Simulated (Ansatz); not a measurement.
# PBE against r2SCAN: TiSi2, Si vacancy

Consider an 18-atom supercell of TiSi₂ (space group Fddd, No. 70; a = 4.8062 Å, b = 8.2647 Å, c = 8.5654 Å) at its relaxed geometry.

(Cell as relaxed with PBE.)

Levels (all Ansatz, a quantum-chemistry and plane-wave program, PAW): PBE (420 eV, no SOC); r2SCAN (500 eV, spin-orbit coupling left out).

Each level relaxes its own structure.

Now apply this change: a neutral Si vacancy, atoms relaxed at fixed cell, starting from a slightly rattled geometry.

```tsv
quantity	PBE	r2SCAN
largest displacement of a host atom from its site in the perfect cell	0.10 Å	[?]
pressure	-0.5 GPa	[?]
```

Task: What does r2SCAN give?

Result: 
- largest displacement of a host atom from its site in the perfect cell, r2SCAN: 0.11 Å
- pressure, r2SCAN: -0.3 GPa

PBE's pressure lies 0.2 GPa below r2SCAN's. Neither level is exact; r2SCAN is the comparison here, not a measurement.

In so small a cell the defect repeats every few ångströms: this is an ordered compound, not a dilute defect. The final runs are not spin-polarised.
